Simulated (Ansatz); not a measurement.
## WGe2 (I4/mmm, No. 139, 3 atoms in the cell; start mp-542595)

These are LDA (PAW; Ansatz, a program for electronic structure) values and carry that method's errors.

Numerical settings: plane-wave cutoff 500 eV, 16×16×16 k mesh, Fermi–Dirac smearing 0.05 eV, no spin polarisation, scalar-relativistic PAW data made under PBE.

Cell (relaxed at this level):

```cif
data_Ge4W2
_chemical_formula_sum 'Ge4 W2'
_space_group_name_H-M_alt 'I4/mmm'
_space_group_IT_number 139
_space_group_name_Hall '-I 4 2'
_cell_length_a 3.28323
_cell_length_b 3.28323
_cell_length_c 8.13422
_cell_angle_alpha 90.000
_cell_angle_beta 90.000
_cell_angle_gamma 90.000
loop_
_atom_site_label
_atom_site_type_symbol
_atom_site_symmetry_multiplicity
_atom_site_Wyckoff_symbol
_atom_site_fract_x
_atom_site_fract_y
_atom_site_fract_z
_atom_site_occupancy
Ge1 Ge 4 e 0.00000 0.00000 0.33731 1
W1 W 2 a 0.00000 0.00000 0.00000 1
```
(The calculation used a cell of 3 atoms; values per cell refer to that cell.)

* **band gap**: none

Note: the relaxation could not lower the start's symmetry, so the cell can be a saddle point above a distorted one.

Spin–orbit coupling is not included.

Computed values are for the static lattice.

Cost on a shared machine: about 100 core-seconds (a rough figure).

A start named mp-… is a Materials Project structure, which need not be a measured phase.
